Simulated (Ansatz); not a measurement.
# Effect of biaxial strain +0.83 %, plane normal [111], relaxed out of plane on GaN

Take GaN in the zinc blende structure (space group F-43m, No. 216; a = 4.4979 Å) as the base. Axes: x, y, z lie along the cube axes.

One thing is altered: tensile biaxial strain of 0.83 % in the plane normal to [111], as in epitaxy on a mismatched substrate; the out-of-plane cell vector and the atoms relax.

Calculations: r2SCAN (Ansatz, a first-principles code; PAW; 500 eV plane waves; scalar-relativistic without spin-orbit coupling). Γ-centred 13×13×13 mesh, Fermi–Dirac width 0.05 eV.

* **Volume per atom**: 11.52 Å³ (base 11.37 Å³)
* **Shortest interatomic distance**: 1.949 Å (base 1.948 Å)
* **Energy relative to the base (free energy F)**: +2.2 meV/atom
* **Pressure (mean of the normal stresses, compression positive)**: -2.48 GPa (base 0.00 GPa)
* **Band gap**: 2.03 eV (base 2.17 eV)
* **Gap character**: direct at Γ (base direct at Γ)
* **Hole mass**: 0.14 mₑ out of plane, 1.9 mₑ in plane (at Γ)
* **Valence-band top at Γ (three highest levels, from the VBM)**: 0.00, -0.07, -0.07 eV (base 0.00, 0.00, 0.00 eV)
* **Out-of-plane strain**: -0.35 %
* **Ratio −ε⊥/ε∥**: 0.43
* **Mean in-plane stress (compression positive)**: -3.7 GPa

Effective masses come from finite differences of ±0.01 Å⁻¹. Stability against distortions was not tested. This is not the structure that GaN has at room temperature and ambient pressure. k-point labels follow each cell's own Brillouin zone.
